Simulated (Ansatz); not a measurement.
# Response to strain in HfN

The reference is HfN in the rock salt structure (space group Fm-3m, No. 225; a = 4.526 Å; relaxed with 0.1 eV smearing). Axes: x, y, z lie along the cube axes.

Strains are applied to the cell and any free atomic positions relax; under stress the whole cell relaxes.

The values are results of r2SCAN (Ansatz, a program for electronic structure), spin-orbit coupling left out, not measurements.

Notes on the quantities. energy relative to the base: free energy F.

```tsv
change	energy relative to the base	volume per atom	space group
base	0 meV/atom	11.59 Å³	Fm-3m (No. 225)
isotropic strain +0.90 %	___	11.90 Å³	Fm-3m (No. 225)
uniaxial strain ε_yy = −4.11 %	+44 meV/atom	11.11 Å³	I4/mmm (No. 139)
uniaxial stress, 5 GPa compression along z	+1.5 meV/atom	11.52 Å³	I4/mmm (No. 139)
uniaxial stress, 3 GPa tension along x	+0.6 meV/atom	11.63 Å³	I4/mmm (No. 139)
tensor shear ε_yz = +3.47 %	+23 meV/atom	11.57 Å³	Immm (No. 71)
```

### Question
Complete the table.

### Answer

- isotropic strain +0.90 %, energy relative to the base: +7.2 meV/atom

Beyond what the load breaks, stability against distortions was not tested. All final runs are without spin polarisation. An odd electron count without spin: HfN.
